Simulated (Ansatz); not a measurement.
System: L1₀ (CuAu-type) TiAl. Method: PBE-D3(BJ) (plane waves, PAW; Ansatz, a program for electronic structure).

Settings: plane-wave cutoff 520 eV, 20×20×14 k mesh (along the axes of the cell as run), Fermi–Dirac smearing 0.05 eV, no spin polarisation, scalar-relativistic PAW data made under PBE.

Energies at three volumes about the minimum:

| V (Å³/atom) | E − E_lowest (meV/atom) |
|---|---|
| 15.227 | 2.47 |
| 15.538 | 0.00 |
| 15.849 | 2.31 |

Task: Fit a parabola by hand: where is the minimum, and what is the bulk modulus?

Result: Slopes: (0.00 − 2.47)/(15.538 − 15.227) = -7.942 and (2.31 − 0.00)/(15.849 − 15.538) = 7.428 meV/Å³. Curvature E″ = 2 × (7.428 − (-7.942))/(15.849 − 15.227) = 49.421 meV/Å⁶. From the middle of the first interval, the slope vanishes at V0 = 15.3825 − (-7.942)/49.421 = 15.543 Å³/atom. B = V0 E″ = 15.543 × 49.421 meV/Å³ × 0.1602 GPa per meV/Å³ = 123 GPa. The full Birch–Murnaghan fit to all volumes gives V0 = 15.538 Å³/atom and B0 = 123 GPa.

Shape and atoms are relaxed at each volume.

Note: the bulk modulus comes from volumes at which shape and atoms were relaxed.
